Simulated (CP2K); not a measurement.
Band structure of SnAu5 (R32, 6 atoms in the cell).

```
SnAu5
1.0
    5.67146     0.00000     0.00000
    3.42274     4.52221     0.00000
    3.42274     1.70200     4.18970
Sn Au
1 5
Cartesian
  0.00000   0.00000   0.00000
  8.38819   4.17113   2.80771
  4.12875   2.05307   1.38198
  6.25847   2.18359   3.47424
  6.99883   2.55175   0.71545
  5.51811   4.60097   2.09485
```

Computed with PBEsol, GPW, DZVP-MOLOPT-SR-GTH basis, GTH-PBE potentials (GTH_POTENTIALS) (CP2K).

Settings: CUTOFF = 500 Ry; REL_CUTOFF = 50 Ry; SMEAR/METHOD = GAUSSIAN; SIGMA = 0.1 eV; KPOINTS/SCHEME = MONKHORST-PACK 5 5 5; XC_FUNCTIONAL = PBE:PBESOL; Sn/BASIS_SET = DZVP-MOLOPT-SR-GTH-q4; Sn/POTENTIAL = GTH-PBE-q4; Au/BASIS_SET = DZVP-MOLOPT-SR-GTH-q11; Au/POTENTIAL = GTH-PBE-q11; METHOD = GPW; EPS_DEFAULT = 1e-10; EXTRAPOLATION = USE_GUESS; NGRIDS = 5.

The starting cell comes from a database of computed structures (which also holds hypothetical and non-ambient phases and stackings), without a prior relaxation at this level. Its lattice was rescaled by a random factor within 2.5 % of one. Spin-orbit coupling is off. Values carry the incompleteness of an atom-centred basis. The potentials were made for another functional than the one used.

Levels in eV from the Fermi level, bands 27 to 32:
```json
[
 {"point": "Γ", "27": "-2.44", "28": "-0.70", "29": "1.40", "30": "1.40", "31": "1.42", "32": "2.31"},
 {"point": "L", "27": "-2.16", "28": "-1.87", "29": "-0.98", "30": "-0.64", "31": "0.45", "32": "1.30"},
 {"point": "Z", "27": "-2.82", "28": "-0.78", "29": "1.13", "30": "1.13", "31": "1.76", "32": "2.06"},
 {"point": "F", "27": "-2.17", "28": "-1.85", "29": "-1.44", "30": "-1.35", "31": "-0.20", "32": "4.15"},
 {"point": "P1", "27": "-2.38", "28": "-2.34", "29": "-1.31", "30": "-0.31", "31": "0.47", "32": "2.94"},
 {"point": "P", "27": "-2.38", "28": "-2.34", "29": "-1.31", "30": "-0.31", "31": "0.47", "32": "2.94"}
]
```

Bands cross the Fermi level along this path, so the cell is metallic at this level.

Higher empty bands are left out: an atom-centred basis made for the valence describes them poorly.
